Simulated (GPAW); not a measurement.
Worked example: self-consistent single point of Al₂Pt (Fm-3m, 3 atoms in the cell) in GPAW.

Method: LDA (Perdew-Wang 92), GPAW PAW datasets LDA (gpaw-data 1.0.1) (plane waves; GPAW).

```xyz
3
Lattice="0.0000 2.9849 2.9849 2.9849 0.0000 2.9849 2.9849 2.9849 0.0000" Properties=species:S:1:pos:R:3 pbc="T T T"
Al     1.4924     1.4924     1.4924
Al     4.4773     4.4773     4.4773
Pt     0.0000     0.0000     0.0000
```

Reference input (self-consistent single point, DFT PBE, plane waves, GPAW PAW datasets PBE (gpaw-data 1.0.1)): mode = pw; ecut = 600 eV; xc = PBE; kpts = 7 7 7; mesh shift (steps) = 0 0 0; occupations.name = methfessel-paxton; occupations.width = 0.136 eV; occupations.order = 0; nbands = -11; convergence.density = 1e-05 e/electron; symmetry.symmorphic = false; symmetry.tolerance = 0.0005. This run's input differs from it in these lines:

```diff
@@ -14,3 +14,3 @@
 calc = GPAW(mode=PW(600),
-            xc='PBE',
+            xc='LDA',
             kpts=(7, 7, 7),
```

Its files differ too (potentials: GPAW PAW datasets LDA (gpaw-data 1.0.1)).

Output, abridged:

```
     iter     time        total  log10-change:
                         energy   eigst   dens
iter:   1 --:--:--   -19.700376
iter:   2 --:--:--   -19.522614   -1.38  -1.15
iter:   3 --:--:--   -19.007218   -1.34  -1.16
iter:   4 --:--:--   -18.941512   -2.50  -1.35
iter:   5 --:--:--   -18.833262   -2.98  -1.37
iter:   6 --:--:--   -18.925946   -2.27  -2.23
iter:   7 --:--:--   -18.836729   -2.29  -1.88
iter:   8 --:--:--   -18.832908   -4.16  -2.33
iter:   9 --:--:--   -18.832906c  -5.68  -3.45
iter:  10 --:--:--   -18.832879c  -5.63  -3.35
iter:  11 --:--:--   -18.832882c  -5.95  -3.61
iter:  12 --:--:--   -18.832882c  -7.27  -4.43
iter:  13 --:--:--   -18.832882c  -7.96c -4.48
iter:  14 --:--:--   -18.832882c  -8.33c -4.51
iter:  15 --:--:--   -18.832881c  -8.92c -4.75
iter:  16 --:--:--   -18.832881c  -9.96c -5.28c
Converged after 16 iterations.

Dipole moment: (-0.000000, -0.000000, -0.000000) |e|*Ang

Energy contributions relative to reference atoms: (reference = -513253.591483)

Kinetic:         -3.899506
Potential:       +3.042922
External:        +0.000000
XC:             -17.531335
Entropy (-ST):   -0.017419
Local:           -0.436252
SIC:             +0.000000
--------------------------
Free energy:    -18.841591
Extrapolated:   -18.832881

Showing only first 2 kpts
 Kpt  Band  Eigenvalues  Occupancy
  0     9      9.62076    0.00000
  0    10     10.83625    0.00000
  0    11     10.83625    0.00000
  0    12     10.83625    0.00000

  1     9      9.05196    0.00000
  1    10      9.05196    0.00000
  1    11      9.21941    0.00000
  1    12      9.69384    0.00000

Fermi level: 7.00706

No gap
No difference between direct/indirect transitions
Energy (eV): -18.832881

Forces in eV/Ang:
  0 Al    0.00000   -0.00000    0.00000
  1 Al    0.00000    0.00000    0.00000
  2 Pt   -0.00000    0.00000    0.00000

Stress tensor:
     0.044759    -0.000000    -0.000000
    -0.000000     0.044759     0.000000
    -0.000000     0.000000     0.044759
Stress (GPa, Voigt): [ 7.1712  7.1712  7.1712  0.     -0.     -0.    ]
```

The run converged in 16 iterations. GPAW prints stress with tension positive. Against the reference run the pressure goes from -1.04 to -7.17 GPa.

The starting cell comes from a database of computed structures (which also holds hypothetical and non-ambient phases and stackings), without a prior relaxation at this level. Its lattice was rescaled by a random factor within 2.5 % of one. Spin polarisation is off. With a pressure of about -7 GPa the cell is away from its equilibrium volume at this level.
